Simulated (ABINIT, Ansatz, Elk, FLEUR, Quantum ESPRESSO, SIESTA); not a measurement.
# CdF2 (Fm-3m, 3 atoms in the cell) computed with different codes at matched settings

Self-consistent single point.

```xyz
3
Lattice="0.0000 2.6950 2.6950 2.6950 0.0000 2.6950 2.6950 2.6950 0.0000" Properties=species:S:1:pos:R:3 pbc="T T T"
Cd     0.0000     0.0000     0.0000
F      1.3475     1.3475     1.3475
F      4.0425     4.0425     4.0425
```

Shared settings, as Ansatz (an electronic-structure program) writes them: kpoints.mp_grid.grid = 7 7 7; magnetization.spin_orbit = true; scf.occupations.method = fermi_dirac; scf.occupations.width = 0.05 eV. Potentials and cutoffs stand in the table.

```json
[
 {"code": "SIESTA", "model": "GGA PBE with spin-orbit coupling, numerical atomic orbitals TZP, PseudoDojo PBE fully relativistic norm-conserving potentials (rewritten from UPF to PSML)", "pressure (GPa)": "–", "gap on the mesh (eV)": "3.197", "cutoff": "grid 350 Ry"},
 {"code": "ABINIT", "model": "PBE, spin-orbit coupling, PAW (JTH v2.0 PBE PAW)", "pressure (GPa)": "4.65", "gap on the mesh (eV)": "3.123", "cutoff": "24 Ha"},
 {"code": "Elk", "model": "PBE, spin-orbit coupling in second variation, all-electron FP-LAPW, Elk's shipped species files, default APW+lo basis", "pressure (GPa)": "–", "gap on the mesh (eV)": "3.188", "cutoff": "rgkmax 7"},
 {"code": "Ansatz", "model": "PBE with spin-orbit coupling, default PAW files", "pressure (GPa)": "4.63", "gap on the mesh (eV)": "3.151", "cutoff": "420 eV"},
 {"code": "Quantum ESPRESSO", "model": "PBE, spin-orbit coupling, PseudoDojo fully relativistic norm-conserving (PBE) pseudopotentials", "pressure (GPa)": "5.23", "gap on the mesh (eV)": "3.174", "cutoff": "105 Ry"},
 {"code": "FLEUR", "model": "PBE, all-electron FLAPW (FLEUR), scalar-relativistic valence with spin-orbit coupling in second variation", "pressure (GPa)": "–", "gap on the mesh (eV)": "3.253", "cutoff": "Kmax 4.1 1/bohr"}
]
```

A dash marks a value that a program does not give, or that is left out as unsure.

Gaps are read on the mesh.

The spread over the programs that give each value: pressure within 0.60 GPa; gap on the mesh within 0.130 eV.

SIESTA uses small atom-centred bases, whose incompleteness enters pressures, forces and empty levels differently from a plane-wave cutoff. Elk and FLEUR treat all electrons, but the usual bases taken here (sphere radii, linearisation, local orbitals, empty states) were not tested for convergence, so the values are no reference for the others.

The starting cell has typed, rounded lattice constants, without a prior relaxation at this level.

Keys are those of Ansatz 0.2.
